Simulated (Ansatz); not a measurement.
Reference: ZnSe (F-43m), PBEsol with spin-orbit coupling, rigid bands (plane waves, PAW; Ansatz, a first-principles code); axes and stresses refer to this cell.

```
ZnSe
1.0
    0.00000     2.81662     2.81662
    2.81662     0.00000     2.81662
    2.81662     2.81662     0.00000
Zn Se
1 1
Direct
  0.00000   0.00000   0.00000
  0.75000   0.75000   0.75000
```

The band gap is 1.11 eV and the Seebeck coefficient, n-type 1e19 cm⁻³ comes out as -64 μV/K. The Seebeck coefficient, p-type 1e19 cm⁻³ is 297 μV/K.

| Change | band gap | Seebeck coefficient, n-type 1e19 cm⁻³ | Seebeck coefficient, p-type 1e19 cm⁻³ |
|---|---|---|---|
| hydrostatic pressure 5 GPa | 1.38 eV | -71 μV/K | 288 μV/K |
| uniaxial stress along [110] of -1 GPa (compression positive) | ___ | -64 μV/K | 281 μV/K |
| uniaxial stress along [110] of -2 GPa (compression positive) | 1.01 eV | -63 μV/K | ___ |
| uniaxial stress zz = -2 GPa (compression positive) | 1.00 eV | -63 μV/K | 245 μV/K |
| uniaxial stress zz = 1 GPa (compression positive) | ___ | -65 μV/K | 262 μV/K |
| uniaxial stress zz = 2 GPa (compression positive) | 1.05 eV | -65 μV/K | ___ |

Question: Fill in the missing entries.

Answer: 
- uniaxial stress along [110] of -1 GPa (compression positive), band gap: 1.06 eV
- uniaxial stress along [110] of -2 GPa (compression positive), Seebeck coefficient, p-type 1e19 cm⁻³: 252 μV/K
- uniaxial stress zz = 1 GPa (compression positive), band gap: 1.09 eV
- uniaxial stress zz = 2 GPa (compression positive), Seebeck coefficient, p-type 1e19 cm⁻³: 218 μV/K

Seebeck coefficients are for the stated density at 300 K, with one relaxation time for all states and whether or not that doping can be reached. Stresses and pressures are the targets of the relaxation.  The structure type is held under load, also where the real crystal would transform.
